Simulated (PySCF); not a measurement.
PySCF 2.14.0, B3LYP/def2-svp, df: Ta(O)(OH)3 ([O]=[Ta]([OH])([OH])[OH]), 8 atoms. The geometry is a generated start, not checked to be a minimum at this level.

```yaml
task: energy
method: b3lyp
basis: def2-svp
two_electron_scheme: density fitting
mol.max_memory: 3000 MB
mf.max_cycle: 100
mf.init_guess: minao (default)
mf.DIIS: CDIIS (default)
mf.diis_space: 8 (default)
mf.conv_tol: 1e-09 (default)
mf.grids.level: 3 (default)
effective_core_potentials: those of the basis set, past Kr
basis_functions: 103
grid_points: 109760
```

```xyz
8

Ta     0.0424     0.0307    -0.0361
O      1.1651     0.7920    -1.0892
O      1.0331    -0.8856     1.2446
H      1.9344    -1.0716     1.5145
O     -0.9495    -1.1303    -1.1049
H     -1.0030    -1.3727    -2.0298
O     -1.0182     1.3489     0.7127
H     -1.2043     2.2885     0.7880
```

Charge 0 and multiplicity 1 are set for this test and not shown to be the ground state.

One run each on 2 threads, 1 BLAS thread. Values of level_shift (Hartree) tried: 0 (default), 0.1, 0.3, 1.

Question: Predict the course of the Fock builds along this series.

Answer: Fewest Fock builds, within one of each other: 0 (default) with 12, 0.1 with 13. The count rises to 33 at 1. All converge to one solution.

| level_shift (Hartree) | Fock builds | end |
|---|---|---|
| 0 (default) | 12 | same solution |
| 0.1 | 13 | same solution |
| 0.3 | 16 | same solution |
| 1 | 33 | same solution |
